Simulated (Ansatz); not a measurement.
Defect migration in rock-salt TiN: C-vacancy pair (C on one host N site, one N site vacant), neutral cell. The step: one N atom jumps into the vacancy from a nearby N site (C-vacancy distance between ideal sites 3.00 → 5.20 Å); the atom moves 2.98 Å along (0.50, -0.50, 0.00) of the unit cell; the moving atom starts with neighbours 2 Ti at 2.09, 2 Ti at 2.12, 2 Ti at 2.13 Å and ends with Ti at 2.09, Ti at 2.09, Ti at 2.11, Ti at 2.12, 2 Ti at 2.14 Å. DFT values are from Ansatz (plane-wave PAW, 420 eV unless said) in a cell of 64 host sites, spin-restricted, static, with no finite-size correction. Forms of the defect that were not tried may lie lower. The order of the sites in energy changes with the mesh. For the PBE band: the saddle point's order was not checked.

```tsv
Level	Forward barrier (eV)	Cost of the band or of the saddle's single point
CHGNet universal potential (has no charge state), its own band	1.80	-
PBE, a 2×2×2 k-point mesh shifted by half a step, band relaxed	3.51	around 28 core-minutes (rough)
PBE, a 4×4×4 k-point mesh shifted by half a step, same geometries	3.58	very roughly 6 core-minutes
r2SCAN at 500 eV, a 2×2×2 k-point mesh shifted by half a step, same geometries	3.78	about 2.3 core-minutes (a rough figure)
```

Ansatz is a program for electronic structure.
